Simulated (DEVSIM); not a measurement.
System: Schottky contact on n-type GaN, at 250 K.

Layer 1 from the left is GaN, thickness (μm) 6.10, Nd (cm⁻³) 2.8e17, τn (s) 3e-9, τp (s) 3e-9.

Left contact: Schottky, work function 5.72 eV, emission velocity 1.5e6 cm/s. Right contact: ohmic. Voltage is applied to the left contact. Recombination: SRH at mid-gap, radiative, Auger. Mobility is constant in doping.

This is a model device: material constants are rounded textbook-type values typed into the input, and sizes, dopings and lifetimes were drawn at random. Values at 300 K; Nc and Nv go as T^1.5, mobilities as T to minus their exponent, the gap by Varshni's rule with the affinity fixed.

GaN: gap (eV) 3.43, affinity (eV) 4.1, permittivity 9.5, Nc (cm⁻³) 2.3e18, Nv (cm⁻³) 4.6e19, μn (cm²/Vs) 1200, μp (cm²/Vs) 100, T exponent of μn 1.5, T exponent of μp 2, B (cm³/s) 1e-11, Cn (cm⁶/s) 1e-30, Cp (cm⁶/s) 1e-30, Varshni α (eV/K) 0.00091, Varshni β (K) 830.

DEVSIM, 1D drift-diffusion, Boltzmann statistics, complete ionisation; no tunnelling, impact ionisation, image-force lowering or self-heating. Metal contacts follow the ideal Schottky-Mott rule: no Fermi-level pinning, no interface dipoles.

Dark forward current:

```tsv
|V| (V)	|J| (A/cm²)
0.70	1.191e-13
0.75	1.213e-12
0.80	1.235e-11
0.85	1.258e-10
0.90	1.281e-9
0.95	1.305e-8
1.00	1.329e-7
1.05	1.353e-6
1.10	1.378e-5
1.15	0.0001403
1.20	0.001428
1.25	0.01454
1.30	0.1480
1.35	1.505
1.40	15.23
1.45	146.9
1.50	1042
1.55	3682
```

Work out the local ideality factor n = ΔV / (kT/q · ln(J2/J1)) between the rows 0.70 and 0.75 V, 0.90 and 0.95 V, 1.50 and 1.55 V.

kT/q = 21.54 mV. From 0.70 to 0.75 V: ln(1.213e-12/1.191e-13) = 2.321, n = 1.00, near the 1 of diffusion or emission over a barrier. From 0.90 to 0.95 V: ln(1.305e-8/1.281e-9) = 2.321, n = 1.00, near the 1 of diffusion or emission over a barrier. From 1.50 to 1.55 V: ln(3682/1042) = 1.262, n = 1.84; the layers' resistance at their doping, Σ W/(qμN) = 8.6e-6 Ω cm², would take 23 mV of this step of 50 mV.

Estimate the current at 1.05 V for emission alone, J0 = q v N_band exp(−φB/kT), and read the barrier back from the simulated current.

φB = 1.620 eV, N_band = 1.75e18 cm⁻³, J0 = 9.14e-28 A/cm²; J = J0 (exp(qV/kT) − 1) = 1.35e-6 A/cm². The simulation gives 1.35e-6 A/cm², the same within the digits that matter. Read backwards, the simulated current gives an apparent barrier of 1.620 eV. The estimate leaves out transport through the depletion region and minority injection.
